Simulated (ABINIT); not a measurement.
Input and output of a self-consistent single point for Pb (Im-3m, 1 atom in the cell) (ABINIT).

Level of theory: PBEsol, norm-conserving pseudopotentials (PseudoDojo nc-sr-04 PBEsol standard) (plane waves; ABINIT).

The change in words: lattice scaled by 0.98. Reference geometry:
```
Pb
1.0
   -1.97966     1.97966     1.97966
    1.97966    -1.97966     1.97966
    1.97966     1.97966    -1.97966
Pb
1
Direct
  0.00000   0.00000   0.00000
```

Reference input (self-consistent single point, DFT, PBEsol, plane waves, norm-conserving pseudopotentials (PseudoDojo nc-sr-04 PBEsol standard)): pseudos = [Pb.upf]; ecut = 31 Ha; ixc = -116133; occopt = 3; tsmear = 0.1 eV; ngkpt = 15 15 15; nshiftk = 1; shiftk = 0 0 0; potentials = PseudoDojo nc-sr-04 PBEsol standard; nband = 12; kptopt = 1; nstep = 60. This run's input differs from it in these lines:

```diff
@@ -3,3 +3,3 @@
 pseudos "Pb.upf"
-acell 6.4796284327 6.4796284327 6.4796284327
+acell 6.3500365187 6.3500365187 6.3500365187
 rprim
```

Output (repeated stretches shortened):

```
--- !BeginCycle
solver: {iscf: 7, nstep: 60, nline: 4, wfoptalg: 0, }
tolerances: {toldfe: 1.00E-09, }
...

     iter   Etot(hartree)      deltaE(h)  residm     vres2
 ETOT  1  -69.703215849105    -6.970E+01 4.446E-01 9.684E-01
 ETOT  2  -69.775089991109    -7.187E-02 1.675E-02 1.943E-01
 ETOT  3  -69.775114795333    -2.480E-05 3.980E-03 1.259E-02
 ETOT  4  -69.775117861742    -3.066E-06 2.163E-03 3.765E-03
 ETOT  5  -69.775118559206    -6.975E-07 2.135E-03 1.926E-06
 ETOT  6  -69.775118559601    -3.949E-10 1.334E-03 1.556E-07
 ETOT  7  -69.775118559631    -3.060E-11 1.308E-03 1.178E-09
 At SCF step    7, etot is converged :
  for the second time, diff in etot=  3.060E-11 < toldfe=  1.000E-09

 Cartesian components of stress tensor (hartree/bohr^3)
  sigma(1 1)= -3.93457494E-05  sigma(3 2)=  0.00000000E+00
  sigma(2 2)= -3.93457494E-05  sigma(3 1)=  0.00000000E+00
  sigma(3 3)= -3.93457494E-05  sigma(2 1)=  0.00000000E+00

 ----iterations are completed or convergence reached----

 reduced coordinates (array xred) for    1 atoms
       0.000000000000      0.000000000000      0.000000000000
 cartesian forces (eV/Angstrom) at end:
    1     -0.00000000000000    -0.00000000000000    -0.00000000000000
 frms,max,avg= 0.0000000E+00 0.0000000E+00   0.000E+00  0.000E+00  0.000E+00 e/A
 length scales=  6.350036518700  6.350036518700  6.350036518700 bohr
   [... lines left out ...]
 Fermi (or HOMO) energy (eV) =   6.75874   Average Vxc (eV)= -10.87327
   [... lines left out ...]
total_energy        : -6.97751185596313E+01
total_energy_eV     : -1.89867753500314E+03
band_energy         : -3.50166730018202E+00
...

-Cartesian components of stress tensor (GPa)         [Pressure=  1.1576E+00 GPa]
- sigma(1 1)= -1.15759172E+00  sigma(3 2)=  0.00000000E+00
- sigma(2 2)= -1.15759172E+00  sigma(3 1)=  0.00000000E+00
- sigma(3 3)= -1.15759172E+00  sigma(2 1)=  0.00000000E+00

 Calculation completed.
```

The run converged in 7 iterations. Against the reference run the free energy drops by 3.1 meV/atom and the pressure goes from -1.57 to 1.16 GPa.

The starting cell comes from a database of computed structures (which also holds hypothetical and non-ambient phases and stackings), without a prior relaxation at this level. For this run, on top of that: lattice scaled by 0.98.
